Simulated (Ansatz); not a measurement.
The parent structure is SnSe₂ in the CdI2 type structure (space group P-3m1, No. 164; layered, stacked along the Cartesian z axis).

```yaml
crystal:
  lattice:
    - [3.84028, 0.00000, 0.00000]
    - [-1.92014, 3.32578, 0.00000]
    - [0.00000, 0.00000, 6.00569]
  atoms:
    - { symbol: Sn, position: [0.00000, 0.00000, 0.00000] }
    - { symbol: Se, position: [0.33333, 0.66667, 0.26533] }
    - { symbol: Se, position: [0.66667, 0.33333, 0.73467] }
```

Cartesian axes are those of the cell as printed.

Level of theory: PBE-D3(BJ), PAW, 420 eV (Ansatz, a first-principles code; no spin-orbit coupling).

Modification: the cell is compressed by 2.70 % along z with no lateral relaxation, atoms relaxed at fixed cell.

Question: Predict the stress tensor and what it implies for the stiffness.

Answer: Stress of the strained cell less that of the base (GPa, compression positive):
```
   0.59    0.00    0.00
   0.00    0.59    0.00
   0.00    0.00    0.96
```

Then −Δσ_ii/ε with ε = -0.0270 gives secant stiffness values (nonlinear terms included at this strain): C33 ≈ 35 GPa, C13 ≈ 22 GPa and C23 ≈ 22 GPa.

Whether these cells are dynamically stable was not tested.
